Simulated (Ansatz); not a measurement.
Consider GaP in the zinc blende structure (space group F-43m, No. 216; a = 5.451 Å).

One thing is altered: As replaces 66.7 % of the P, ordered in a cell of 6 atoms (starting symmetry P3m1) and fully relaxed.

The other end (x = 1) is GaAs in the zinc blende structure (space group F-43m, No. 216): 22.75 Å³/atom, gap 0.96 eV.

Levels (all Ansatz, a quantum-chemistry and plane-wave program, PAW): r2SCAN (500 eV, without spin-orbit coupling); HSE06 (420 eV, no SOC).

The geometry is relaxed with r2SCAN.

- r2SCAN band gap = 1.30 eV

**Question.** How does going to HSE06 change the band gap?

**Answer.** The band gap grows by 0.40 eV, from 1.30 eV to 1.70 eV.

Single points use the geometry relaxed with r2SCAN. These are small ordered cells, not random alloys; other orderings at the same x differ. No phonon test of stability was made.
